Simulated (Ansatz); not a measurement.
# TiC in the rock salt structure (space group Fm-3m, No. 225)

Space group Fm-3m (No. 225); a = b = c = 4.3327 Å, α = β = γ = 90.00°

| atom | site | symmetry | x | y | z |
|---|---|---|---|---|---|
| C | 4a | m-3m | 0.0000 | 0.0000 | 0.0000 |
| Ti | 4b | m-3m | 0.5000 | 0.5000 | 0.5000 |
(The calculation used a cell of 2 atoms; values per cell refer to that cell.)

Calculations: PBE in Ansatz (plane waves to 420 eV, PAW, no spin-orbit coupling), earlier PAW set. Γ-centred 18×18×18 mesh, Fermi–Dirac width 0.05 eV.

The volume per atom is 10.17 Å³ and the density is 4.89 g/cm³. The band gap is zero. The total energy comes out as -1376.137 eV/atom (σ→0; compares only within this code and set-up).

Whether these cells are dynamically stable was not tested. All final runs are without spin polarisation.

Ansatz is a quantum-chemistry and plane-wave program.
